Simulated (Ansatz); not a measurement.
Given:

```
CELL_PARAMETERS angstrom
      3.59070     0.00000     0.00000
      1.79535     3.10964     0.00000
      0.00000     0.00000    35.07248
ATOMIC_POSITIONS crystal
  S  0.33333 0.33333 0.21348
  Ga 0.66667 0.66667 0.24464
  Ga 0.66667 0.66667 0.31447
  S  0.33333 0.33333 0.34550
  S  0.66667 0.66667 0.43408
  Ga 0.33333 0.33333 0.46510
  Ga 0.33333 0.33333 0.53490
  S  0.66667 0.66667 0.56592
  S  0.33333 0.33333 0.65450
  Ga 0.66667 0.66667 0.68553
  Ga 0.66667 0.66667 0.75536
  S  0.33333 0.33333 0.78652
```

No spin polarisation.

Computed with PBE-D3(BJ) in Ansatz (plane waves to 420 eV, PAW, spin-orbit coupling left out). Γ-centred 11×11×1 mesh, Fermi–Dirac width 0.05 eV. The cell is a slab with vacuum along z.

### Question
Estimate the gap character.

### Answer
Indirect, K–Γ (90 % along) → M.

### Question
Estimate the band gap.

### Answer
1.88 eV.

### Question
Predict the smallest direct gap.

### Answer
1.99 eV.

Gaps are read on the SCF mesh and a high-symmetry path. No phonon test of stability was made. The cell was made from GaS in the beta-GaS type structure (space group P6_3/mmc, No. 194; layered, stacked along the Cartesian z axis) by this change: a free-standing slab of 3 layers (12 atoms, 4 a layer) is cut normal to the stacking axis, with 15 Å of vacuum and the in-plane cell relaxed.

Ansatz is a first-principles code.
